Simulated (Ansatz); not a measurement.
The parent structure is GaN in the zinc blende structure (space group F-43m, No. 216; a = 4.4979 Å).

Structures relaxed with r2SCAN/PAW in Ansatz (an electronic-structure program), without spin-orbit coupling.

Base:

Simulated powder pattern, Mo Kα, λ = 0.71073 Å (kinematic, ideal powder, no thermal factors, no anomalous dispersion; the 8 strongest lines at most, above 2 %, up to 2θ = 40°):

```csv
2θ (°),I/Imax (%),hkl
15.73,100,(111)
18.18,34,(200)
25.83,48,(220)
30.38,44,(311)
31.77,9.3,(222)
36.85,6.9,(400)
```

One thing is altered: the cell is scaled by 0.9790 in all directions; the atoms relax in the strained cell.

After the change:

Simulated powder pattern, Mo Kα, λ = 0.71073 Å (kinematic, ideal powder, no thermal factors, no anomalous dispersion; the 8 strongest lines at most, above 2 %, up to 2θ = 40°):

```tsv
2θ (°)	I/Imax (%)	hkl
16.07	100	(111)
18.58	34	(200)
26.39	47	(220)
31.05	43	(311)
32.47	9.1	(222)
37.67	6.8	(400)
```

The indices refer to the base's conventional cell; one index is shown for lines that coincide.

Stability against distortions was not tested. This is not the structure that GaN has at room temperature and ambient pressure.
